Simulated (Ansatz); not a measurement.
Cost and result by functional for the adsorption energy of CO on the 1x1 (111) surface of fcc Pt, one in a 2x2 cell, started at the site 'hollow Pt-Pt-Pt over Pt at depth 2.3 Å', in Ansatz (plane waves, PAW). Single points on the PBE structure, on one kind of machine; costs are rough ratios of the slab run's core time (references not counted) to the cheapest single point. r2SCAN's cost holds its higher cutoff (500 against 420 eV). Differences are taken against r2SCAN for comparison alone: no measured value is at hand, so the table doesn't rank accuracy.

Model: 18-atom slab, 6.9 Å thick at the start under the adsorbate (thin: gaps and levels are the slab's own), 6x6x1 mesh, Fermi-Dirac 0.1 eV, dipole correction, 8 atoms held, the rest relaxed; held to the start's symmetry, so lower structures may exist; no spin, no spin-orbit, no U, no dispersion correction. At the end it is bonded to 3 Pt. In PBE it is, or lies within 0.03 eV of, the lowest of the starts that converged. These notes are the PBE run's. Adsorption energies are against CO(g). A negative adsorption energy means that the adsorbate is more stable on the surface than in its reference.

```tsv
functional	relative cost	adsorption energy (eV)	less r2SCAN (eV)
RPBE	1	-1.29	0.51
r2SCAN	2	-1.80	0.00
PBE (the relaxed run's value)	–	-1.67	0.14
```

The values span 0.51 eV, while the single points' costs differ by a factor of roughly 2. Differences are of unrounded values.

Ansatz is a program for electronic structure.
